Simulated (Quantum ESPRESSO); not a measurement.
# Variants of one calculation on Rb2AlTlBr6 (Fm-3m, 10 atoms in the cell)

```cif
data_Al4Br24Rb8Tl4
_chemical_formula_sum 'Rb8 Al4 Tl4 Br24'
_space_group_name_H-M_alt 'Fm-3m'
_space_group_IT_number 225
_space_group_name_Hall '-F 4 2 3'
_cell_length_a 11.40644
_cell_length_b 11.40644
_cell_length_c 11.40644
_cell_angle_alpha 90.000
_cell_angle_beta 90.000
_cell_angle_gamma 90.000
loop_
_atom_site_label
_atom_site_type_symbol
_atom_site_symmetry_multiplicity
_atom_site_Wyckoff_symbol
_atom_site_fract_x
_atom_site_fract_y
_atom_site_fract_z
_atom_site_occupancy
Rb1 Rb 8 c 0.25000 0.25000 0.25000 1
Al1 Al 4 a 0.00000 0.00000 0.00000 1
Tl1 Tl 4 b 0.50000 0.50000 0.50000 1
Br1 Br 24 e 0.00000 0.00000 0.22183 1
```
(The calculation used a cell of 10 atoms; values per cell refer to that cell.)

Base run A: PBEsol, PseudoDojo standard norm-conserving (PBESOL) pseudopotentials (Quantum ESPRESSO 7.5), self-consistent single point.

Its settings: ecutwfc = 65 Ry; occupations = fixed; potentials = {Rb: Rb.upf, Al: Al.upf, Tl: Tl.upf, Br: Br.upf}; K_POINTS = automatic 2 2 2 1 1 1; nbnd = 46; conv_thr = 1e-09 Ry.

The starting cell comes from a database of computed structures (which also holds hypothetical and non-ambient phases and stackings), without a prior relaxation at this level. Spin-orbit coupling is off. The shifted mesh does not hold Γ, so a gap read on it misses any band edge there.

ΔF is the free energy per atom less that of run A. A dash stands where there is no value to compare (another energy zero or no entropy term, no result, no spin, no clean gap, or a mesh too coarse for one). Total energies depend on the potentials, the functional and any Hubbard or dispersion term, so they are compared only between runs that share all of them.

Run A gave: pressure (GPa) -1.23; largest force (eV/Å) 0.061; gap on the mesh (eV) 3.330; k-points 2.

Runs:
- B: ecutrho: default → 1040 Ry
- C: nbnd: 46 → 92; noncolin: default → true; lspinorb: default → true; input_dft: default → pz; potentials: PseudoDojo fully relativistic norm-conserving (PBE) [LDA (PZ), spin-orbit coupling]
- D: K_POINTS: automatic 2 2 2 1 1 1 → automatic 1 1 1 1 1 1
- E: nbnd: 46 → 70
- F: conv_thr: 1e-09 Ry → 0.0073 Ry
- G: nosym: default → true
- H: mixing_beta: default → 0.9

Problem. What does run D change against A?

Solution. The free energy is nearly the same (within 1 meV/atom), the pressure hardly changes (-1.23 to -1.31 GPa), the largest force goes from 0.061 to 0.148 eV/Å and the gap on the mesh goes from 3.330 to 2.939 eV.

Problem. What does run F change against A?

Solution. The free energy hardly moves (within 1 meV/atom), the pressure goes from -1.23 to -1.12 GPa, the largest force goes from 0.061 to 0.079 eV/Å and the gap on the mesh goes from 3.330 to 3.341 eV.

```json
[
 {"run": "A", "ΔF (meV/atom)": "0.00", "pressure (GPa)": "-1.23", "largest force (eV/Å)": "0.061", "gap on the mesh (eV)": "3.330", "k-points": "2"},
 {"run": "B", "ΔF (meV/atom)": "0.00", "pressure (GPa)": "-1.23", "largest force (eV/Å)": "0.061", "gap on the mesh (eV)": "3.330", "k-points": "2"},
 {"run": "C", "ΔF (meV/atom)": "–", "pressure (GPa)": "-2.10", "largest force (eV/Å)": "0.025", "gap on the mesh (eV)": "2.993", "k-points": "2"},
 {"run": "D", "ΔF (meV/atom)": "-0.48", "pressure (GPa)": "-1.31", "largest force (eV/Å)": "0.148", "gap on the mesh (eV)": "2.939", "k-points": "1"},
 {"run": "E", "ΔF (meV/atom)": "0.00", "pressure (GPa)": "-1.23", "largest force (eV/Å)": "0.061", "gap on the mesh (eV)": "3.330", "k-points": "2"},
 {"run": "F", "ΔF (meV/atom)": "0.46", "pressure (GPa)": "-1.12", "largest force (eV/Å)": "0.079", "gap on the mesh (eV)": "3.341", "k-points": "2"},
 {"run": "G", "ΔF (meV/atom)": "0.00", "pressure (GPa)": "-1.23", "largest force (eV/Å)": "0.063", "gap on the mesh (eV)": "3.329", "k-points": "4"},
 {"run": "H", "ΔF (meV/atom)": "0.00", "pressure (GPa)": "-1.23", "largest force (eV/Å)": "0.061", "gap on the mesh (eV)": "3.330", "k-points": "2"}
]
```
